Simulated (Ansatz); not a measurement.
Consider PbSe in the rock salt structure (space group Fm-3m, No. 225; a = 6.178 Å). Axes: x, y, z lie along the cube axes.

All numbers come from r2SCAN (Ansatz, an electronic-structure program), scalar-relativistic without spin-orbit coupling.

Base values:

| Property | Value |
|---|---|
| Valley order | L along ⟨111⟩ 0.66 eV; a point along ⟨110⟩, about 0.6 Å⁻¹ from Γ 1.46 eV |

Perturbation: biaxial strain +0.67 %, plane normal [111], relaxed out of plane (Cartesian); in-plane vectors clamped, the third vector and the atoms free.

Estimate the effect on the valley order and out-of-plane strain.

The valley order (the lowest conduction-band minima on the path, energy above the VBM, named in the base's zone) changes from L along ⟨111⟩ 0.66 eV; a point along ⟨110⟩, about 0.6 Å⁻¹ from Γ 1.46 eV to L along [111] 0.60 eV; L along [1-11] 0.69 eV; a point along [01-1], about 0.6 Å⁻¹ from Γ 1.50 eV; the out-of-plane strain comes out as -0.70 %.

With Pb present, leaving out spin-orbit coupling can change the band edges. The levels and masses belong to the bands next to the band gap. Stability against distortions was not tested.
